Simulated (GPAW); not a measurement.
**Input and output of a self-consistent single point for LiVSiO5 (P2_1/m, 16 atoms in the cell) (GPAW)**

Method of the run: PBEsol, GPAW PAW datasets PBEsol (made by gpaw-setup) (plane waves; GPAW 25.7.0).

Input as run:

```python
from ase import Atoms
from ase.units import GPa
from gpaw import GPAW, PW, FermiDirac

atoms = Atoms(['Li', 'Li', 'V', 'V', 'Si', 'Si', 'O', 'O', 'O', 'O', 'O', 'O', 'O', 'O', 'O', 'O'],
              cell=[[4.564397, 0.000000, 0.000000],
                    [0.000000, 6.112552, 0.000000],
                    [-0.437502, 0.000000, 6.274504]],
              scaled_positions=[[0.500000, 0.000000, 0.500000],
                                [0.500000, 0.500000, 0.500000],
                                [0.103320, 0.750000, 0.751070],
                                [0.896680, 0.250000, 0.248930],
                                [0.018500, 0.250000, 0.746340],
                                [0.981500, 0.750000, 0.253660],
                                [0.859170, 0.250000, 0.967270],
                                [0.140830, 0.750000, 0.032730],
                                [0.754350, 0.750000, 0.696570],
                                [0.245650, 0.250000, 0.303430],
                                [0.225840, 0.464340, 0.734280],
                                [0.774160, 0.535660, 0.265720],
                                [0.774160, 0.964340, 0.265720],
                                [0.225840, 0.035660, 0.734280],
                                [0.772670, 0.250000, 0.550720],
                                [0.227330, 0.750000, 0.449280]],
              pbc=True)

calc = GPAW(mode=PW(950),
            xc='PBEsol',
            kpts={'size': (4, 3, 3), 'gamma': True},
            occupations=FermiDirac(0.01),
            nbands=-6,
            convergence={'forces': 0.001, 'bands': -4},
            symmetry={'symmorphic': False, 'tolerance': 0.0005},
            maxiter=120)

atoms.calc = calc

energy = atoms.get_potential_energy()
print('Energy (eV):', round(energy, 6))
forces = atoms.get_forces()
print('Forces (eV/Ang):')
print(forces.round(5))
stress = atoms.get_stress()
print('Stress (GPa, Voigt):', (stress / GPa).round(4))
```

Output (repeated stretches shortened):

```
Input parameters:
  convergence: {bands: -4,
                forces: 0.001}
  kpts: {gamma: True,
         size: (4, 3, 3)}
  maxiter: 120
  mode: {ecut: 950.0,
         name: pw}
  nbands: -6
  occupations: {fixmagmom: False,
                name: fermi-dirac,
                width: 0.01}
  symmetry: {symmorphic: False,
             tolerance: 0.0005}
  xc: PBEsol

species:
  Li:
    name: Lithium
    Z: 3.0
    valence: 1
    core: 2
    charge: 0.0
    file: Li.PBEsol.gz

    # Using partial waves for Li as LCAO basis

  V:
    name: Vanadium
    Z: 23.0
    valence: 13
    core: 10
    charge: 0.0
    file: V.PBEsol.gz

    # Using partial waves for V as LCAO basis

  Si:
    name: Silicon
    Z: 14.0
    valence: 4
    core: 10
    charge: 0.0
    file: Si.PBEsol.gz

    # Using partial waves for Si as LCAO basis

  O:
    name: Oxygen
    Z: 8.0
    valence: 6
    core: 2
    charge: 0.0
    file: O.PBEsol.gz

    # Using partial waves for O as LCAO basis

Reference energy: -88070.611614  # eV

Spin-paired calculation

Convergence criteria:
 Maximum [total energy] change in last 3 cyles: 0.0005 eV / valence electron
 Maximum integral of absolute [dens]ity change: 0.0001 electrons / valence electron
 Maximum integral of absolute [eigenst]ate change: 4e-08 eV^2 / valence electron
 Maximum change in the atomic [forces] across last 2 cycles: 0.001 eV/Ang OR
Maximum error relative to the maximum force is below inf
 Maximum number of scf [iter]ations: 120

Symmetries present (total): 4
Symmetries with fractional translations: 2
36 k-points: 4 x 3 x 3 Monkhorst-Pack grid + [1/8,0.000000,0.000000]
14 k-points in the irreducible part of the Brillouin zone
       k-points in crystal coordinates                weights
   0:     0.00000000    0.00000000    0.00000000          1/36
   1:     0.00000000    0.00000000    0.33333333          2/36
   2:     0.00000000    0.33333333    0.00000000          2/36
   3:     0.00000000    0.33333333    0.33333333          4/36
   4:     0.25000000    0.00000000   -0.33333333          2/36
   5:     0.25000000    0.00000000    0.00000000          2/36
   6:     0.25000000    0.00000000    0.33333333          2/36
   7:     0.25000000    0.33333333   -0.33333333          4/36
   8:     0.25000000    0.33333333    0.00000000          4/36
   9:     0.25000000    0.33333333    0.33333333          4/36
          ...
  13:     0.50000000    0.33333333    0.33333333          4/36

Wave functions: Plane wave expansion
  Cutoff energy: 950.000 eV
  Number of coefficients (min, max): 11599, 11678
  Pulay-stress correction: 0.000000 eV/Ang^3 (de/decut=0.000000)

Occupation numbers: Fermi-Dirac:
  width: 0.0100  # eV

Eigensolver

Densities:
  Coarse grid: 35*48*45 grid
  Fine grid: 70*96*90 grid
  Total Charge: 0.000000

Density mixing:
  Method: separate
  Backend: pulay
  Linear mixing parameter: 0.05
  old densities: 5
  Damping of long wavelength oscillations: 50

Hamiltonian:
  XC and Coulomb potentials evaluated on a 70*96*90 grid
  External potential:
    NoExternalPotential

XC parameters: PBEsol with 2 nearest neighbor stencil

Number of atoms: 16
Number of atomic orbitals: 82
Number of bands in calculation: 54
Number of valence electrons: 96
Bands to converge: 50

Density initialized from atomic densities
  54 bands from LCAO basis set

Atomic positions and initial magnetic moments

Positions:
   0 Li     2.063447    0.000000    3.137252    ( 0.0000,  0.0000,  0.0000)
   1 Li     2.063447    3.056276    3.137252    ( 0.0000,  0.0000,  0.0000)
   2 V      0.142999    4.584414    4.712592    ( 0.0000,  0.0000,  0.0000)
   3 V      3.983896    1.528138    1.561912    ( 0.0000,  0.0000,  0.0000)
   4 Si    -0.242084    1.528138    4.682913    ( 0.0000,  0.0000,  0.0000)
   5 Si     4.368979    4.584414    1.591591    ( 0.0000,  0.0000,  0.0000)
   6 O      3.498410    1.528138    6.069139    ( 0.0000,  0.0000,  0.0000)
   7 O      0.628485    4.584414    0.205365    ( 0.0000,  0.0000,  0.0000)
   8 O      3.138402    4.584414    4.370631    ( 0.0000,  0.0000,  0.0000)
   9 O      0.988493    1.528138    1.903873    ( 0.0000,  0.0000,  0.0000)
  10 O      0.709574    2.838302    4.607243    ( 0.0000,  0.0000,  0.0000)
  11 O      3.417321    3.274250    1.667261    ( 0.0000,  0.0000,  0.0000)
  12 O      3.417321    5.894578    1.667261    ( 0.0000,  0.0000,  0.0000)
  13 O      0.709574    0.217974    4.607243    ( 0.0000,  0.0000,  0.0000)
  14 O      3.285832    1.528138    3.455495    ( 0.0000,  0.0000,  0.0000)
  15 O      0.841063    4.584414    2.819009    ( 0.0000,  0.0000,  0.0000)

Unit cell:
           periodic     x           y           z      points  spacing
  1. axis:    yes    4.564397    0.000000    0.000000    35     0.1301
  2. axis:    yes    0.000000    6.112552    0.000000    48     0.1273
  3. axis:    yes   -0.437502    0.000000    6.274504    45     0.1394

  Lengths:   4.564397   6.112552   6.289738
  Angles:   90.000000  93.988604  90.000000

Effective grid spacing dv^(1/3) = 0.1323

     iter     time        total  log10-change:
                         energy   eigst   dens  force
iter:   1 --:--:--  -144.161479   +0.63
iter:   2 --:--:--  -138.404400   -0.51  -0.85
iter:   3 --:--:--  -129.972193   +0.40  -0.91
iter:   4 --:--:--  -129.015857   -0.56  -1.17
iter:   5 --:--:--  -127.791189   -1.09  -1.21
iter:   6 --:--:--  -127.634471   -0.82  -1.26
iter:   7 --:--:--  -130.095988   -0.60  -1.50
iter:   8 --:--:--  -128.529546   -1.72  -1.47
iter:   9 --:--:--  -127.121810   -0.92  -1.65
iter:  10 --:--:--  -127.169685   -1.80  -2.20
iter:  11 --:--:--  -127.162103c  -2.02  -2.21
iter:  12 --:--:--  -127.161072c  -2.14  -2.23
iter:  13 --:--:--  -127.189462c  -2.90  -2.25
iter:  14 --:--:--  -127.171938c  -2.06  -2.12
iter:  15 --:--:--  -127.170325c  -2.88  -2.46
iter:  16 --:--:--  -127.152273c  -3.05  -2.45
   [... 8 lines left out ...]
iter:  25 --:--:--  -127.134189c  -4.01  -3.22
iter:  26 --:--:--  -127.134065c  -5.17  -3.53
iter:  27 --:--:--  -127.133946c  -4.96  -3.62
iter:  28 --:--:--  -127.133999c  -5.18  -3.67
iter:  29 --:--:--  -127.133932c  -5.44  -3.80
iter:  30 --:--:--  -127.133939c  -5.52  -4.07c
iter:  31 --:--:--  -127.133928c  -6.35  -4.07c
iter:  32 --:--:--  -127.133929c  -6.80  -4.33c
iter:  33 --:--:--  -127.133928c  -7.70c -4.35c
iter:  34 --:--:--  -127.133928c  -6.59  -4.41c
iter:  35 --:--:--  -127.133928c  -7.32  -4.50c
iter:  36 --:--:--  -127.133927c  -8.16c -4.53c -2.63
iter:  37 --:--:--  -127.133927c  -7.47c -4.57c -2.81
iter:  38 --:--:--  -127.133927c  -7.89c -4.68c -2.77
iter:  39 --:--:--  -127.133928c  -7.18  -4.76c
iter:  40 --:--:--  -127.133928c  -8.15c -4.88c -2.95
iter:  41 --:--:--  -127.133928c  -8.05c -4.89c -3.31c

Converged after 41 iterations.

Dipole moment: (0.000000, -0.000000, 0.000000) |e|*Ang

Energy contributions relative to reference atoms: (reference = -88070.611614)

Kinetic:       +133.832253
Potential:     -141.233258
External:        +0.000000
XC:            -121.927821
Entropy (-ST):   -0.000000
Local:           +2.194898
SIC:             +0.000000
--------------------------
Free energy:   -127.133928
Extrapolated:  -127.133928

Showing only first 2 kpts
 Kpt  Band  Eigenvalues  Occupancy
  0    46      1.72254    2.00000
  0    47      2.67260    2.00000
  0    48      4.91318    0.00000
  0    49      4.99740    0.00000

  1    46      1.75269    2.00000
  1    47      2.33515    2.00000
  1    48      4.85725    0.00000
  1    49      4.97229    0.00000

Fermi level: 3.06392

Gap: 2.018 eV
Transition (v -> c):
  (s=0, k=0, n=47, [0.00, 0.00, 0.00]) -> (s=0, k=3, n=48, [0.00, 0.33, 0.33])
Direct/indirect transitions are different
Direct gap: 2.241 eV
Transition at: (s=0, k=0, n=47, [0.00, 0.00, 0.00])
Energy (eV): -127.133928

Forces in eV/Ang:
  0 Li    0.00000    0.00000    0.00000
  1 Li    0.00000    0.00000    0.00000
  2 V    -0.38873    0.00000   -0.08213
  3 V     0.38873   -0.00000    0.08213
  4 Si    0.03253    0.00000   -0.07949
  5 Si   -0.03253    0.00000    0.07949
  6 O    -0.57107   -0.00000    0.67679
  7 O     0.57107    0.00000   -0.67679
  8 O     0.13586    0.00000    0.06688
  9 O    -0.13586    0.00000   -0.06688
 10 O     0.69493    0.59312    0.00446
 11 O    -0.69493   -0.59312   -0.00446
 12 O    -0.69493    0.59312   -0.00446
 13 O     0.69493   -0.59312    0.00446
 14 O    -0.75771    0.00000   -0.64691
 15 O     0.75771    0.00000    0.64691

Stress tensor:
    -0.037079     0.000000     0.002732
     0.000000    -0.046337     0.000000
     0.002732     0.000000    -0.047405
Stress (GPa, Voigt): [-5.9408 -7.424  -7.5951  0.      0.4378  0.    ]
```

The run converged in 41 iterations. GPAW prints stress with tension positive.

At such cutoffs GPAW's stress carries a finite-basis (Pulay) error, which enters relaxed cells too; its log prints stress with tension positive.

The starting cell comes from a database of computed structures (which also holds hypothetical and non-ambient phases and stackings), without a prior relaxation at this level. Its lattice was rescaled by a random factor within 2.5 % of one.

Cost on one core of a shared machine: roughly 10 min.
